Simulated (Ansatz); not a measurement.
The starting structures come from a database of crystals and need not be the phases stable at ambient conditions.

 Where the default PAW files enter, the runs use the earlier of Ansatz's two default sets.

Input:

```yaml
crystal:
  lattice:
    - [4.36114, 0.00000, 0.00000]
    - [-1.52193, 7.63901, 0.00000]
    - [0.00000, 0.00000, 7.40179]
  atoms:
    - { symbol: Ag, position: [0.72895, 0.20641, 0.50881] }
    - { symbol: Ag, position: [0.27105, 0.79359, 0.49119] }
    - { symbol: Ag, position: [0.77105, 0.29359, 0.00881] }
    - { symbol: Ag, position: [0.22895, 0.70641, 0.99119] }
    - { symbol: Ag, position: [0.70176, 0.55709, 0.69303] }
    - { symbol: Ag, position: [0.29824, 0.44291, 0.30697] }
    - { symbol: Ag, position: [0.79824, 0.94291, 0.19303] }
    - { symbol: Ag, position: [0.20176, 0.05709, 0.80697] }
    - { symbol: S, position: [0.59915, 0.85946, 0.76334] }
    - { symbol: S, position: [0.40085, 0.14054, 0.23666] }
    - { symbol: S, position: [0.90085, 0.64054, 0.26334] }
    - { symbol: S, position: [0.09915, 0.35946, 0.73666] }
```

Space group of this cell: P2_1/c. The cell is taken as given; by PBEsol its mean pressure is -5.5 GPa.

These are PBEsol (plane waves, PAW; Ansatz, a program for electronic structure) values and carry that method's errors.

The current runs along the normal of the first two printed vectors; no spin-orbit coupling. Scaled by the factor s: all lengths (ions clamped). Meshes 8×4×4 and 8×4 across the current in all rows.

| s | mean pressure (GPa) | band gap (eV) |
|---|---|---|
| 0.98 | -1.7 | ? |
| 1.00 | -5.5 | 0.88 |
| 1.02 | -8.1 | 0.79 |

Question: Take the slope of the band gap against ln s from the two given rows, extrapolate to s = 0.98, and say what the run there gives.

Answer: Slope = (0.79 − 0.88) / ln 1.02 = -4.54 eV. The line gives 0.88 + (-4.54) × ln 0.98 = 0.97 eV. The run gives 0.94 eV, 0.03 eV under the line, 35 % of the predicted step.
